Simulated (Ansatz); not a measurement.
# Short convergence ladders for RbP2Ru2 (I4/mmm, 5 atoms in the cell)

```yaml
crystal:
  lattice:
    - [-2.00976, 2.00976, 6.58610]
    - [2.00976, -2.00976, 6.58610]
    - [2.00976, 2.00976, -6.58610]
  atoms:
    - { symbol: Rb, position: [0.00000, 0.00000, 0.00000] }
    - { symbol: P, position: [0.33349, 0.33349, 0.00000] }
    - { symbol: P, position: [0.66651, 0.66651, 0.00000] }
    - { symbol: Ru, position: [0.75000, 0.25000, 0.50000] }
    - { symbol: Ru, position: [0.25000, 0.75000, 0.50000] }
```

Base method: LDA (PW92), default PAW files made with PBE (plane waves; Ansatz, a first-principles code).

Base settings: basis.ecutwfc = 420 eV; kpoints.mp_grid.grid = 8 8 8; hamiltonian.xc = lda; hamiltonian.pseudopotentials = {kind: paw} (the program's default PAW files); scf.occupations.method = fermi_dirac; scf.occupations.width = 0.1 eV.

Core times come from one kind of shared machine, to one figure; runs under 30 s give none.

**Zone-centre phonons against the cutoff**

In this ladder: phonons.method = dfpt.

The mesh stays at the base's, so the ladder's end is converged at best in this setting alone.

Frequencies are those of the unrelaxed cell, without the LO-TO term of polar crystals.

Only quantities that move along the ladder and can be compared are tabulated.

| basis.ecutwfc | highest zone-centre frequency (cm⁻¹) | lowest optical frequency (cm⁻¹) | core time / last (rough) |
|---|---|---|---|
| 210 eV | 381.3 | 61.3 | 0.2 |
| 250 eV | 367.6 | 63.4 | 0.3 |
| 295 eV | 373.0 | 61.9 | 0.4 |
| 420 eV | 376.5 | 62.2 | 0.6 |
| 505 eV | 376.5 | 62.2 | 1 |

Coarsest basis.ecutwfc that holds the highest zone-centre frequency within 2 cm⁻¹ of the last step, with all finer ones: 420 eV; the step before is off by 3.5 cm⁻¹.

Coarsest basis.ecutwfc that holds the lowest optical frequency within 1 cm⁻¹ of the last step, with all finer ones: 295 eV, at about 0.4 of the last step's time; the step before is off by 1.2 cm⁻¹.

**Zone-centre phonons against the mesh**

In this ladder: phonons.method = dfpt.

Frequencies are those of the unrelaxed cell, without the LO-TO term of polar crystals.

Only quantities that move along the ladder and can be compared are tabulated.

| kpoints.mp_grid.grid | highest zone-centre frequency (cm⁻¹) | lowest optical frequency (cm⁻¹) | core time / last (rough) |
|---|---|---|---|
| 3 3 3 | 392.3 | 60.6 | – |
| 5 5 5 | 376.7 | 62.1 | 0.2 |
| 7 7 7 | 375.2 | 61.9 | 0.4 |
| 9 9 9 | 375.6 | 62.0 | 1 |

Coarsest kpoints.mp_grid.grid that holds the highest zone-centre frequency within 2 cm⁻¹ of the last step, with all finer ones: 5 5 5, at about 0.2 of the last step's time; the step before is off by 17 cm⁻¹.

Coarsest kpoints.mp_grid.grid that holds the lowest optical frequency within 1 cm⁻¹ of the last step, with all finer ones: 5 5 5, at about 0.2 of the last step's time; the step before is off by 1.4 cm⁻¹.

**The force threshold of a relaxation**

On RbP₂Ru₂ (I4mm, 5 atoms in the cell): one atom moved by 0.15 angstrom.

In this ladder: relax = atoms.

The mesh stays at the base's, so the ladder's end is converged at best in this setting alone.

Only quantities that move along the ladder and can be compared are tabulated.

| relax.f_tol | free energy less the last step's (meV/atom) | largest force left (eV/Å) | relaxation steps | core time / last (rough) |
|---|---|---|---|---|
| 0.2 eV/Å | 1.07 | 0.1390 | 2 | 0.3 |
| 0.1 eV/Å | 0.06 | 0.0660 | 3 | 0.5 |
| 0.05 eV/Å | 0.00 | 0.0042 | 4 | 0.6 |
| 0.02 eV/Å | 0.00 | 0.0041 | 5 | 0.7 |
| 0.005 eV/Å | 0.00 | 0.0041 | 5 | 0.7 |
| 0.001 eV/Å | 0.00 | 0.0000 | 6 | 1 |

Coarsest relax.f_tol that holds the largest force left within 0.02 eV/Å of the last step, with all finer ones: 0.05 eV/Å; the step before is off by 0.066 eV/Å.

Coarsest relax.f_tol that holds the free energy within 1 meV/atom of the last step, with all finer ones: 0.1 eV/Å; the step before is off by 1.1 meV/atom.

On the base run: the starting cell comes from a database of computed structures (which also holds hypothetical and non-ambient phases and stackings), without a prior relaxation at this level. Its lattice was rescaled by up to half a per cent. Spin polarisation is off; with an odd number of electrons in the cell that forces a metal, and a magnetic state may lie lower. In the base run, with a pressure of about -3 GPa the cell is away from its equilibrium volume at this level.

Keys are those of Ansatz 0.2.
